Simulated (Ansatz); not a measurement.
## A constructed model of the (111) surface of fcc Ag, a pseudomorphic layer of Zn in the host's stacking (bottom of the slab: a bare face, its two planes held)

The numbers are results of PBE (plane waves to 420 eV, PAW; Ansatz, an electronic-structure program), not measurements.

Slab: 7 atoms, 14.2 Å thick at the start with caps and adatoms; k 15x15x1, smearing 0.1 eV, dipole-corrected; 2 atoms held, the rest relaxed; start symmetry kept, larger cells not searched; no spin, no spin-orbit, no U. In PBE it is, or lies within 0.01 eV a 1x1 cell of, the lowest of the 2 structures of its composition computed so far; subsurface sites and larger cells were not tried.

```yaml
work_function_of_the_top_face: 4.36 eV
energy_released_by_relaxation: 0.005 eV
cost: roughly 2.9 core-minutes
```
